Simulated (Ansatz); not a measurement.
Base system: GaAs in the zinc blende structure (space group F-43m, No. 216; a = 5.667 Å).

Method: Ansatz (a quantum-chemistry and plane-wave program), r2SCAN, PAW, cutoff 500 eV, spin-orbit coupling left out.

One change was made to it. Results:

| quantity | base | after |
|---|---|---|
| shortest interatomic distance | 2.454 Å | 2.444 Å |
| hole mass (degenerate bands, along [100]) | 0.050, 0.34, 0.34 mₑ (at Γ) | 0.055, 0.34, 0.34 mₑ (at Γ) |
| density | 5.28 g/cm³ | 5.34 g/cm³ |
| band gap | 0.96 eV | 1.06 eV |

### Question
Which change produced these results?
(A) pressure 15 GPa
(B) pressure 0.9 GPa
(C) pressure 22.5 GPa
(D) pressure 2.1 GPa
(E) pressure 30 GPa

### Answer
B, pressure 0.9 GPa. For comparison, the band gap in the other runs: pressure 2.1 GPa gives 1.18 eV; pressure 15 GPa gives 1.46 eV; pressure 22.5 GPa gives 1.34 eV; pressure 30 GPa gives 1.23 eV.

Load acts through the strain it causes; cell and atoms are relaxed under it. Effective masses come from finite differences of ±0.01 Å⁻¹. Whether these cells are dynamically stable was not tested. Measured, GaAs leaves this structure (for a Cmcm phase) near 15 GPa (room temperature; as listed in arXiv:1906.07825).
